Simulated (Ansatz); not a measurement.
Consider interstitial Li in diamond with all lengths changed by -1 %, charge state +1. Calculation: PBE, PAW (plane waves to 420 eV; Ansatz, a quantum-chemistry and plane-wave program).

Cell of 64 host sites held at the strained lattice (strain from the relaxed PBE one, atoms relaxed); a 2×2×2 k-point mesh shifted by half a step; Fermi-Dirac width 0.01 eV, spin-restricted; finite-size errors left in. No zero-point or tunnelling terms. The host's phase is taken as given; its stability against other phases was not computed. The charge state is imposed; whether it is stable for some Fermi level was not computed. Sites that were not tried may lie lower.

The step: one Li atom jumps by itself; the atom moves 1.53 Å along (0.25, 0.25, 0.25) of the unit cell; the moving atom starts with neighbours 4 C at 1.61, 6 C at 1.82 Å and ends with 4 C at 1.61, 6 C at 1.82 Å. On the band's own sampling the forward barrier is 1.95 eV. Harmonic modes of the moving Li atom alone, all others held, come from finite differences of 0.015 Å. The saddle point's order was not checked, and it lies on a symmetry element of the cell, where a band can be held.

Task: Give the atom's modes at both geometries.

Result: start 31.8, 31.8, 31.8 THz; saddle point 22.1i, 42.7 and 42.7 THz.

Task: What attempt frequency and zero-point change of the barrier follow from these modes alone, and what classical rate at 500 K?

Result: ν = (31.8 × 31.8 × 31.8) / (42.7 × 42.7) ≈ 18 THz. The zero-point energy changes the barrier by h/2 × (85.5 − 95.4) THz = -0.021 eV. The classical rate is ν exp(−1.95/0.0431) ≈ 4e-7 s⁻¹. One atom's modes give a rough prefactor, not that of the whole cell.
